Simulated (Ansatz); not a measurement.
**NaF: band gap against strain**

NaF (rock salt, Fm-3m, 12.399 Å³/atom at rest, cube axes along x, y and z) under an equal strain ε along all three axes. PBEsol in Ansatz, a plane-wave DFT program (PAW, default set), 420 eV, 12×12×12 Γ-centred mesh, Fermi-Dirac smearing 0.05 eV; ions are relaxed within the symmetry of each cell. Gaps are the smallest over the k-mesh and a band path, without spin-orbit coupling; in all rows the valence edge lies at Γ and the conduction edge at Γ.

Here s stands for strain and Eg for gap.

| strain (%) | gap (eV) |
|---|---|
| -3.00 | ? |
| -1.50 | 6.441 |
| -1.00 | 6.357 |
| -0.50 | 6.278 |
| 0.00 | 6.199 |
| 0.50 | 6.121 |
| 1.00 | 6.046 |
| 1.50 | 5.972 |

Fit Eg of the 7 rows that show it with a straight line. Means: s 0, Eg 6.2020. About the means, the sum of products is -1.0930 and the sum of squares of s is 7.0000; the slope is their ratio. Least squares gives Eg = 6.2020 - 0.15614·s. Residuals (row less fit): 0.0048, -0.0011, -0.0021, -0.0030, -0.0029, 0.0001, 0.0042; standard error 0.0036 (degrees of freedom: 5). Over these rows the gap moves by -16 ± 0.1 eV per unit strain, or -5.2 eV per unit of ln V.

Problem. What does the fit predict for Eg at s = -3.00, and how far is the calculated value from it?

Solution. Eg = 6.2020 - 0.15614 × (-3.0) = 6.6704 eV. The calculation gives 6.705 eV, 0.0346 eV above the prediction (4.7 % of the range of Eg in the table). The row lies outside the fitted rows, so this is an extrapolation. From the scatter of the fitted rows alone, a prediction at this place has a standard error of 0.0056 eV, so the miss is 6.2 times that.

One order more, fitted to all 13 runs of the series, follows each within 0.002, so the miss is the next term of a smooth law. Other structures, which can take over under pressure, weren't tried. Rows are the converged runs of the series near zero and its far end; series whose fitted rows scatter by over a few per cent of the range, as at a crossing or softening among them, aren't shown in this form. Most that stay on the fit to the last digits aren't either.
